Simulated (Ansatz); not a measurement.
Start from C in the diamond structure (space group Fd-3m, No. 227; a = 3.554 Å).

The change: cell and atoms relaxed at a pressure of 100 GPa.

Levels (all Ansatz, a program for electronic structure, PAW): PBEsol (420 eV, no spin-orbit coupling); HSE06+SOC (420 eV, spin-orbit coupling included).

The geometry is relaxed with PBEsol.

| Quantity | Value |
|---|---|
| PBEsol valence-band top at Γ | 0.00, 0.00, 0.00 eV |
| PBEsol lowest conduction level above the VBM at special points | X 4.97 eV; K 5.97 eV; U 5.97 eV; Γ 6.03 eV |

With HSE06+SOC at the same geometry, the valence-band top at Γ (three highest Kramers pairs, from the VBM) becomes 0.00, 0.00, -0.02 eV (PBEsol: 0.00, 0.00, 0.00 eV); the lowest conduction level above the VBM at special points goes from X 4.97 eV; K 5.97 eV; U 5.97 eV; Γ 6.03 eV to X 6.31 eV; K 7.37 eV; U 7.37 eV; Γ 7.51 eV. The threefold valence maximum splits by Δso ≈ 15 meV.

Single points use the geometry relaxed with PBEsol. The hybrid gap comes from the SCF mesh plus the semilocal run's edge points and a few special points and is an upper bound. The spin-orbit shifts are approximate. The levels and masses belong to the bands next to the band gap. Load acts through the strain it causes; cell and atoms are relaxed under it. Whether these cells are dynamically stable was not tested. Competing high-pressure phases were not computed.
